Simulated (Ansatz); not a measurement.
System: CaO (model structure, started from the CsCl type, Pm-3m, No. 221, 2 atoms in the cell; like a known high-pressure phase). Method: HSE06 in Ansatz (PAW).

The input as run:

Ansatz 0.2 input:
```yaml
crystal:
  lattice:
    - [2.8882146399, 0.0, 0.0]
    - [0.0, 2.8882146399, 0.0]
    - [0.0, 0.0, 2.8882146399]
  atoms:
    - { symbol: Ca, position: [0.0, 0.0, 0.0] }
    - { symbol: O, position: [0.5, 0.5, 0.5] }
basis:
  ecutwfc: 460
  ecutrho_ratio: 4
  xc_grid: 2
kpoints:
  mp_grid: { grid: [8, 8, 8] }
hamiltonian:
  xc: hse06
  dispersion: none
  pseudopotentials: { kind: paw }
scf:
  occupations: { method: fermi_dirac, width: 0.01 }
  convergence: { dr2_threshold: 0.0000000002 }
output:
  forces: true
  stress: true
  eigenvalues: true
```

The run printed, among other lines:

```
WARN output.stress: scf.exx.energy_threshold = 1e-6 eV is looser than the 2e-8 eV advised for a stress under a hybrid functional (1e-8 eV for each atom of the …
Crystal: 2 atoms, lattice volume = 24.093 Å³
Basis set: ecut = 460 eV, 515 PW (Γ), exchange–correlation on 48×48×48 points (8 copies of the dense FFT grid, shifted against one another)
Bands: 12, of which v1, the nominal top of the filled ones, is band 8 counted from 1 (7 counted from 0)
Symmetry: 48 space group operations
Space group: Pm-3m (ITA 221), of the structure as read, at distance tolerance 2.9e-5 Å
k-points: 35 of 512
SCF iter   1: F=—  HF=-2386.728055 eV  |F-HF|=—  |Δ(HF+E_count)|=         —  Δρ=3.61e-3  dr2=3.74e-3
SCF iter   2: F=—  HF=-2386.727552 eV  |F-HF|=—  |Δ(HF+E_count)|=   5.03e-4  Δρ=3.31e-3  dr2=2.12e-3
  ...
Crystal: 2 atoms, lattice volume = 24.093 Å³
Initial density: handed on by an earlier stage of this run
Crystal: 2 atoms, lattice volume = 24.093 Å³
SCF iter   3: F=—  HF=-2387.306268 eV  |F-HF|=—  |Δ(HF+E_count)|=   1.52e-7  Δρ=8.41e-6  dr2=9.08e-9
SCF iter   4: F=-2387.306268 eV  HF=-2387.306268 eV  |F-HF|=3.32e-11  |Δ(HF+E_count)|=   3.89e-9  Δρ=8.62e-7  dr2=1.62e-10
SCF 3 converged in 4 iterations: F = -2387.306268 eV  dr2 = 1.62e-10
Free energy (F): -2387.306268 eV
Internal energy: -2387.306268 eV  (E = F + TS)
E sigma→0 (E₀):  -2387.306268 eV
Fermi energy:    11.706414 eV
--- Stress (GPa, compression-positive) ---
        2.397773       0.000000       0.000000
       -0.000000       2.397773       0.000000
        0.000000       0.000000       2.397773
  P = ⅓ Tr σ = 2.3978 GPa (23.978 kbar)
```

The PAW data were made under PBE.

Note: cell and atoms aren't relaxed at this level (pressure 2.4 GPa).

A model structure was made by putting elements into a prototype or built by hand; it is no filed structure, need not be a known phase, and can be a saddle point held by its symmetry.

Ansatz is an electronic-structure program.
